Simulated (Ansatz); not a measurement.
rock salt PbS: three-phonon plus isotope scattering at 300 K, which omits the four-phonon, boundary and defect scattering of a real crystal, from Ansatz (plane waves, PAW) with several functionals, beside measured values. Phonon and k meshes: PBE 6×6×6 / 6×6×6; r2SCAN 6×6×6 / 6×6×6. Spin-orbit coupling is not included. Unless called populations, κ holds the coherence term between modes besides the Boltzmann populations. Scattering mesh 15×15×15. Misses against the measured value stand in brackets.

| quantity | PBE | r2SCAN | measured |
|---|---|---|---|
| lattice thermal conductivity (W/(m K)) | 1.50 (-48 %) | 1.80 (-38 %) | 2.90 |

Static volumes: r2SCAN 26.65, PBE 27.11 Å³/atom. The lattice thermal conductivity falls with the volume in this order; r2SCAN lies closest to the measured value, and PBE is low by 48 %.

These misses hold whatever the vibrational approximation and the meshes add; that part was not separated from the functional's.

Measured values: Cormac Toher, Corey Oses, Jose J. Plata et al., Physical Review Materials (2017), arXiv:1611.05714.

The PAW data sets were generated under PBE and serve the other functionals too.

Ansatz is a quantum-chemistry and plane-wave program.
